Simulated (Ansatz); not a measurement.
Smallest direct gap on the k points sampled of fluorite PbF2 (high-temperature phase) at several levels of theory

No measured value is used here.

| level (code) | value (eV) |
|---|---|
| LDA+SOC (Ansatz) | ___ |
| r²SCAN+SOC (Ansatz) | 4.66 |
| r²SCAN0 (Ansatz) | 6.95 |
| G0W0@r²SCAN (Ansatz) | 7.24 |

Question: Some entries are withheld; supply them.

Answer: 
- LDA+SOC (Ansatz, a quantum-chemistry and plane-wave program), value (eV): 4.04

At these levels the smallest gap is indirect and lower: LDA+SOC 3.89, r²SCAN+SOC 4.52, r²SCAN0 6.82, G0W0@r²SCAN 7.07 eV. Computed values are for a static lattice. Levels without +SOC have no spin–orbit coupling; where heavier elements are present it shifts gaps, mostly down, and can invert bands.  G0W0@r²SCAN: filled d or f shells below the valence bands can shift G0W0 gaps through exchange with them, which wasn't tested here. Values are at the measured cell. Cutoffs and k meshes differ between the levels. Ansatz's density-functional and Hartree–Fock values are scalar-relativistic unless marked +SOC, with PAW data made under PBE.
